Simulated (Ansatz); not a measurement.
The starting structures come from a database of crystals and need not be the phases stable at ambient conditions.

 Where the default PAW files enter, the runs use the earlier of Ansatz's two default sets.

Tunnelling through a barrier is set by its complex band structure: the current falls as exp(−2κd) with the smallest κ.

Input:

```
Ca3WO6
1.0
    5.60329     0.00000     0.00000
    0.00000     5.87336     0.00000
   -0.06768     0.00000     8.12974
Ca W O
6 2 12
Direct
  0.00000   0.50000   0.50000
  0.50000   0.00000   0.00000
  0.01584   0.05539   0.74160
  0.98416   0.94461   0.25840
  0.48416   0.55539   0.75840
  0.51584   0.44461   0.24160
  0.00000   0.50000   0.00000
  0.50000   0.00000   0.50000
  0.11713   0.55846   0.22497
  0.88287   0.44154   0.77503
  0.38287   0.05846   0.27503
  0.61713   0.94154   0.72497
  0.16904   0.77505   0.92534
  0.83096   0.22495   0.07466
  0.33096   0.27505   0.57466
  0.66904   0.72495   0.42534
  0.21503   0.82398   0.55001
  0.78497   0.17602   0.44999
  0.28497   0.32398   0.94999
  0.71503   0.67602   0.05001
```

Space group of this cell: P2_1/c. The cell is taken as given; by r2SCAN its mean pressure is -7.3 GPa.

Transport runs along the normal of the first two printed cell vectors.

The gap is the functional's own, uncorrected, and κ follows it; spin-orbit coupling is left out. Mid-gap values are interpolated between the computed energies.

Question: Predict the band gap and the smallest decay constant κ at mid-gap from Ansatz (a quantum-chemistry and plane-wave program) with r2SCAN.

Answer: Gap 3.41 eV on a 6×6×4 mesh; κ = 0.353 1/Å, at the zone centre.
